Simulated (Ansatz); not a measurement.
We consider SrLaAlO₄ (I4mm, No. 107, 7 atoms in the cell; start mp-1218184), described by LDA (plane waves, PAW; Ansatz, a program for electronic structure).

Settings: plane-wave cutoff 520 eV, 12×12×12 k mesh, Fermi–Dirac smearing 0.01 eV, scalar-relativistic PAW data made under PBE.

Cell (relaxed at this level):

```yaml
crystal:
  lattice:
    - [-1.85764, 1.85764, 6.15573]
    - [1.85764, -1.85764, 6.15573]
    - [1.85764, 1.85764, -6.15573]
  atoms:
    - { symbol: Sr, position: [0.64196, 0.64196, 0.00000] }
    - { symbol: La, position: [0.35797, 0.35797, 0.00000] }
    - { symbol: Al, position: [0.00538, 0.00538, 0.00000] }
    - { symbol: O, position: [0.83884, 0.83884, 0.00000] }
    - { symbol: O, position: [0.16353, 0.16353, 0.00000] }
    - { symbol: O, position: [0.99617, 0.49617, 0.50000] }
    - { symbol: O, position: [0.49617, 0.99617, 0.50000] }
```

Question: What does this level give for the band gap, smallest direct gap on the k points sampled and Γ–Γ gap?

Answer: 
- band gap: 2.94 eV
- smallest direct gap on the k points sampled: 3.16 eV
- Γ–Γ gap: 3.73 eV

Spin–orbit coupling is not included.

Computing time: about 40 core-seconds (a rough figure).

A start named mp-… is a Materials Project structure, which need not be a measured phase.
